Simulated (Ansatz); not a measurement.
Base system: Ge in the diamond structure (space group Fd-3m, No. 227; a = 5.622 Å). Axes: x, y, z lie along the cube axes.

Structures relaxed with LDA (Ansatz, a quantum-chemistry and plane-wave program, PAW, scalar-relativistic without spin-orbit coupling).

Base:

Simulated powder pattern, Cu Kα, λ = 1.54184 Å (kinematic, ideal powder, no thermal factors, no anomalous dispersion; the 8 strongest lines at most, above 2 %, up to 2θ = 90°):

```csv
2θ (°),I/Imax (%),hkl
27.48,100,(111)
45.64,75,(220)
54.10,45,(311)
66.53,12,(400)
73.41,18,(331)
84.41,24,(422)
```

Now apply this change: uniaxial strain ε_zz = −2.00 %, all other strain components held at zero; the atoms relax in the strained cell.

After the change:

Simulated powder pattern, Cu Kα, λ = 1.54184 Å (kinematic, ideal powder, no thermal factors, no anomalous dispersion; the 8 strongest lines at most, above 2 %, up to 2θ = 90°):

```tsv
2θ (°)	I/Imax (%)	hkl
27.67	100	(111)
45.64	25	(220)
46.13	49	(202)
54.21	30	(311)
55.08	14	(113)
66.53	8.0	(400)
74.24	12	(313)
84.76	16	(422)
```

The indices refer to the base's conventional cell; one index is shown for lines that coincide. The space group is now I4_1/amd (No. 141).

Whether these cells are dynamically stable was not tested.
